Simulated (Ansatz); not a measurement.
**CdTe: biaxial strain +2.50 %, plane normal [001], relaxed out of plane**

The parent structure is CdTe in the zinc blende structure (space group F-43m, No. 216; a = 6.558 Å). Axes: x, y, z lie along the cube axes.

It is then changed as follows: biaxial strain +2.50 %, plane normal [001], relaxed out of plane (Cartesian); in-plane vectors clamped, the third vector and the atoms free.

Calculations: Ansatz (a quantum-chemistry and plane-wave program), r2SCAN, PAW, cutoff 500 eV, no spin-orbit coupling. Γ-centred 9×9×9 mesh, Fermi–Dirac width 0.05 eV.

```tsv
quantity	base	changed	shift
volume per atom	35.25 Å³	35.76 Å³	+0.51 Å³
space group	F-43m (No. 216)	I-4m2 (No. 119)	–
shortest interatomic distance	2.840 Å	2.855 Å	+0.0158 Å
energy relative to the base (free energy F)	0 meV/atom	+5.1 meV/atom	+5.1 meV/atom
pressure (mean of the normal stresses, compression positive)	0.00 GPa	-0.61 GPa	-0.61 GPa
band gap	1.17 eV	1.00 eV	-0.17 eV
gap character	direct at Γ	direct at Γ	–
electron mass	0.090 mₑ (at Γ)	0.087 mₑ (at Γ)	–
hole mass	–	0.088 mₑ out of plane, 0.54 mₑ in plane (at Γ)	–
valence-band top at Γ (three highest levels, from the VBM)	0.00, 0.00, 0.00 eV	0.00, -0.17, -0.17 eV	–
valley order (the lowest conduction-band minima on the path, energy above the VBM, named in the base's zone)	Γ 1.17 eV; L along ⟨111⟩ 2.20 eV	Γ 1.00 eV; L along [1-1-1] 2.05 eV	–
out-of-plane strain	–	-3.45 %	–
ratio −ε⊥/ε∥	–	1.38	–
mean in-plane stress (compression positive)	–	-0.9 GPa	–
```

Spin-orbit coupling, missing from the scalar runs, can matter with Te. Effective masses come from finite differences of ±0.01 Å⁻¹. Stability against distortions was not tested. k-point labels follow each cell's own Brillouin zone.
